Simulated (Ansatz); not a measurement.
**HfO₂ in the CdI2 type structure (space group P-3m1, No. 164; a hypothetical phase, not in the database extracts checked; layered, stacked along the Cartesian z axis)**

Space group P-3m1 (No. 164); a = 3.2085 Å, b = 3.2085 Å, c = 4.5149 Å, α = 90.00°, β = 90.00°, γ = 120.00°

```json
[
 {"atom": "Hf", "site": "1a", "symmetry": "-3m.", "x": "0.0000", "y": "0.0000", "z": "0.0000"},
 {"atom": "O", "site": "2d", "symmetry": "3m.", "x": "0.3333", "y": "0.6667", "z": "0.2139"}
]
```

The values are results of Ansatz (a first-principles code) PBEsol-D3(BJ), spin-orbit coupling left out, not measurements. Γ-centred 12×12×7 mesh, Fermi–Dirac width 0.05 eV.

| Item | Result |
|---|---|
| Volume per atom | 13.42 Å³ |
| Density | 8.68 g/cm³ |
| Band gap | 4.40 eV, indirect, K–Γ (71 % along) → M |
| Total energy | -5574.996 eV/atom (σ→0; compares only within this code and set-up) |

With Hf present, leaving out spin-orbit coupling can change the band edges. No phonon test of stability was made.
